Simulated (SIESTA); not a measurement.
**SIESTA run on LiZn (Fd-3m, 4 atoms in the cell): self-consistent single point**

Method of the run: GGA PBEsol, numerical atomic orbitals DZP, PseudoDojo PBEsol standard norm-conserving potentials (rewritten from UPF to PSML) (SIESTA).

Input as run:

```
# files in the folder: Li.psml Zn.psml (PseudoDojo PBEsol standard)
SystemName  LiZn
SystemLabel siesta

NumberOfAtoms                4
NumberOfSpecies              2
%block ChemicalSpeciesLabel
  1 3 Li
  2 30 Zn
%endblock ChemicalSpeciesLabel
LatticeConstant              1.0 Ang
%block LatticeVectors
     0.000000000    3.031825000    3.031825000
     3.031825000    0.000000000    3.031825000
     3.031825000    3.031825000    0.000000000
%endblock LatticeVectors
AtomicCoordinatesFormat      Ang
%block AtomicCoordinatesAndAtomicSpecies
     1.515912500    1.515912500    1.515912500  1
     0.000000000    0.000000000    0.000000000  1
     4.547737500    4.547737500    4.547737500  2
     3.031825000    3.031825000    3.031825000  2
%endblock AtomicCoordinatesAndAtomicSpecies

XC.functional                GGA
XC.authors                   PBEsol
PAO.BasisSize                DZP
PAO.EnergyShift              0.01 Ry
PAO.Polarization.NonPerturbative true
MeshCutoff                   300 Ry
%block kgrid.MonkhorstPack
    8   0   0  0.0
    0   8   0  0.0
    0   0   8  0.0
%endblock kgrid.MonkhorstPack
OccupationFunction           MP
OccupationMPOrder            0
ElectronicTemperature        0.05 eV

MaxSCFIterations             150
SCF.Mixer.Method             Pulay
SCF.Mixer.Weight             0.2
SCF.Mixer.History            8
SCF.DM.Tolerance             1.0E-04
Diag.ParallelOverK           true
WriteForces                  true
```

Output (repeated stretches shortened):

```
reinit: Reading from file input.fdf

reinit: System Name: LiZn
reinit: System Label: siesta

coor:   Atomic-coordinates input format  =     Cartesian coordinates
coor:                                          (in Angstroms)

siesta: Atomic coordinates (Bohr) and species
siesta:      2.86466   2.86466   2.86466  1        1
siesta:      0.00000   0.00000   0.00000  1        2
siesta:      8.59398   8.59398   8.59398  2        3
siesta:      5.72932   5.72932   5.72932  2        4

siesta: System type = bulk

initatomlists: Number of atoms, orbitals, and projectors:      4    50    52

siesta: ******************** Simulation parameters ****************************
redata: Spin configuration                          = none
redata: Time-Reversal Symmetry                      = T
redata: Number of Atomic Species                    =        2
redata: Mesh Cutoff                                 =   300.0000 Ry
redata: Net charge of the system                    =     0.0000 |e|
redata: Min. number of SCF Iter                     =        0
redata: Max. number of SCF Iter                     =      150
redata: SCF convergence failure will abort job
redata: SCF mix quantity                            = Hamiltonian
redata: Mix DM or H after convergence               =   F
redata: Recompute H after scf cycle                 =   F
redata: Mix DM in first SCF step                    =   T
redata: No kicks to SCF
redata: DM Mixing Weight for Kicks                  =     0.5000
redata: Require Harris convergence for SCF          =   F
redata: Harris energy tolerance for SCF             =     0.000100 eV
redata: Require DM convergence for SCF              =   T
redata: DM tolerance for SCF                        =     0.000100
redata: Require EDM convergence for SCF             =   F
redata: EDM tolerance for SCF                       =     0.001000 eV
redata: Require H convergence for SCF               =   T
redata: Hamiltonian tolerance for SCF               =     0.001000 eV
redata: Require (free) Energy convergence for SCF   =   F
redata: (free) Energy tolerance for SCF             =     0.000100 eV
redata: Using DFT-D3 dispersion                     =   F
redata: Using Saved Data (generic)                  =   F
redata: Method of Calculation                       = Diagonalization
redata: Electronic Temperature                      =   580.2259 K
redata: Number of TDED substeps                     =        3
redata: Dynamics option                             = Single-point calculation
redata: Save all siesta data in one NC              =   F
redata: ***********************************************************************

%block SCF.Mixers
  Pulay
%endblock SCF.Mixers

%block SCF.Mixer.Pulay
  # Mixing method
  method pulay
  variant stable

  # Mixing options
  weight 0.2000
  weight.linear 0.2000
  history 8
%endblock SCF.Mixer.Pulay

DM_history_depth set to one: no extrapolation allowed by default for geometry relaxation
Size of DM history Fstack: 1
Total number of electrons:    46.000000
Total ionic charge:    46.000000

* ProcessorY, Blocksize:    1  51

* Orbital distribution balance (max,min):    50    50

k-point displ. along   1 input, could be:     0.00    0.50
k-point displ. along   2 input, could be:     0.00    0.50
k-point displ. along   3 input, could be:     0.00    0.50
 Kpoints in:          320 . Kpoints trimmed:          296

siesta: k-grid: Number of k-points = 296
siesta: k-points from Monkhorst-Pack grid
siesta: k-cutoff (effective) =    17.151 Ang
siesta: k-point supercell and displacements
siesta: k-grid:     8     0     0      0.000
siesta: k-grid:     0     8     0      0.000
siesta: k-grid:     0     0     8      0.000

diag: Algorithm                                     = D&C
diag: Parallel over k                               =   F
diag: Use parallel 2D distribution                  =   F
diag: Parallel block-size                           = 51
diag: Parallel distribution                         =     1 x     1
diag: Used triangular part                          = Lower
diag: Absolute tolerance                            =  0.100E-15
diag: Orthogonalization factor                      =  0.100E-05
diag: Memory factor                                 =  1.0000

superc: Internal auxiliary supercell:     7 x     7 x     7  =     343
superc: Number of atoms, orbitals, and projectors:   1372  17150  17836

                        Single-point calculation

superc: Internal auxiliary supercell:     7 x     7 x     7  =     343
superc: Number of atoms, orbitals, and projectors:   1372  17150  17836

outcell: Unit cell vectors (Ang):
        0.000000    3.031825    3.031825
        3.031825    0.000000    3.031825
        3.031825    3.031825    0.000000

outcell: Cell vector modules (Ang)   :    4.287648    4.287648    4.287648
outcell: Cell angles (23,13,12) (deg):     60.0000     60.0000     60.0000
outcell: Cell volume (Ang**3)        :     55.7368
new_DM -- step:     1
Initializing Density Matrix...

Attempting to read DM from file... Failed...
DM filled with atomic data:

InitMesh: MESH = 40 x 40 x 40 = 64000
InitMesh: Mesh cutoff (required, used) =   300.000   360.807 Ry

stepf: Methfessel-Paxton step function
       Using Hermite-Gauss polynomials of order  0

        iscf     Eharris(eV)        E_KS(eV)     FreeEng(eV)     dDmax    Ef(eV) dHmax(eV)
   scf:    1   -11505.698628   -11677.693064   -11677.696005  2.729441 -1.266688 47.622508
   scf:    2   -11788.114290   -11753.999604   -11753.999971  2.017279 -3.733024  7.361159
   scf:    3   -11755.789095   -11755.016040   -11755.016392  0.118582 -3.914848  3.234681
   scf:    4   -11754.538589   -11755.012375   -11755.012684  0.166277 -4.188007  3.091461
   scf:    5   -11755.356915   -11755.215310   -11755.215619  0.068403 -4.174688  0.857008
   scf:    6   -11755.226824   -11755.230445   -11755.230755  0.035214 -4.167399  0.340138
   scf:    7   -11755.234627   -11755.233059   -11755.233368  0.009202 -4.170371  0.053680
   scf:    8   -11755.233164   -11755.233121   -11755.233431  0.001210 -4.170926  0.014276
   scf:    9   -11755.233129   -11755.233126   -11755.233436  0.000540 -4.171124  0.001103
mix: Pulay -- inversion failed, > SVD [rank/size] 4 / 7
   scf:   10   -11755.233126   -11755.233126   -11755.233436  0.000015 -4.171127  0.000810

SCF Convergence by DM+H criterion
max |DM_out - DM_in|         :     0.0000148233
max |H_out - H_in|      (eV) :     0.0008102653
SCF cycle converged after 10 iterations

Using DM_out to compute the final energy and forces

siesta: E_KS(eV) =           -11755.2331

siesta: E_KS - E_eggbox =    -11755.2331

siesta: Atomic forces (eV/Ang):
     1    0.000030    0.000030    0.000030
     2   -0.000030   -0.000030   -0.000030
     3   -0.000265   -0.000265   -0.000265
     4    0.000265    0.000265    0.000265
   Tot    0.000000   -0.000000    0.000000
   Max    0.000265
   Res    0.000188    sqrt( Sum f_i^2 / 3N )
   Max    0.000265    constrained

Stress tensor Voigt[x,y,z,yz,xz,xy] (kbar):       54.35       54.35       54.35       -0.95       -0.95       -0.95
(Free)E + p*V (eV/cell)   -11757.1242
Target enthalpy (eV/cell)   -11755.2334

siesta: Program's energy decomposition (eV):
siesta: Ebs     =     -2002.717958
siesta: Eions   =     13377.659459
siesta: Ena     =       392.647335
siesta: Ekin    =      5306.036863
siesta: Enl     =     -2854.867253
siesta: Eso     =         0.000000
siesta: Edftu   =         0.000000
siesta: DEna    =        70.689943
siesta: DUscf   =         8.404897
siesta: DUext   =         0.000000
siesta: Ex      =     -1225.699200
siesta: Ec      =       -74.786253
siesta: Exc     =     -1300.485453
siesta: Eharris =    -11755.233126
siesta: Etot    =    -11755.233126
siesta: FreeEng =    -11755.233436

siesta: Stress tensor (static) (eV/Ang**3):
siesta:     0.033923   -0.000595   -0.000595
siesta:    -0.000595    0.033923   -0.000595
siesta:    -0.000595   -0.000595    0.033923

siesta: Cell volume =         55.736845 Ang**3

siesta: Pressure (static):
siesta:                Solid            Molecule  Units
siesta:          -0.00036946         -0.00036939  Ry/Bohr**3
siesta:          -0.03392260         -0.03391620  eV/Ang**3
siesta:         -54.34999341        -54.33975006  kBar
```

The run converged in 10 iterations.

The starting cell comes from a database of computed structures (which also holds hypothetical and non-ambient phases and stackings), without a prior relaxation at this level. Values carry the incompleteness of an atom-centred basis. With a pressure of about -5 GPa the cell is away from its equilibrium volume at this level.
